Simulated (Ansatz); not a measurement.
## HgO (model structure, started from the h-BN type, P6₃/mmc, No. 194, 4 atoms in the cell): properties by level of theory

```tsv
level (code)	lattice parameter a (Å)	c axis length (Å)
PBE (Ansatz)	…	…
PBEsol (Ansatz)	…	5.145
PBE-D3(BJ) (Ansatz)	3.890	5.247
```

### Question
Some entries are withheld; supply them.

### Answer

- PBE (Ansatz, a first-principles code), lattice parameter a (Å): 3.900
- PBE (Ansatz), c axis length (Å): 5.373
- PBEsol (Ansatz), lattice parameter a (Å): 3.863

Ansatz's density-functional and Hartree–Fock values are scalar-relativistic unless marked +SOC, with PAW data made under PBE.

Static lattice: no zero-point or thermal effects.

A model structure was made by putting elements into a prototype or built by hand; it is no filed structure, need not be a known phase, and can be a saddle point held by its symmetry.
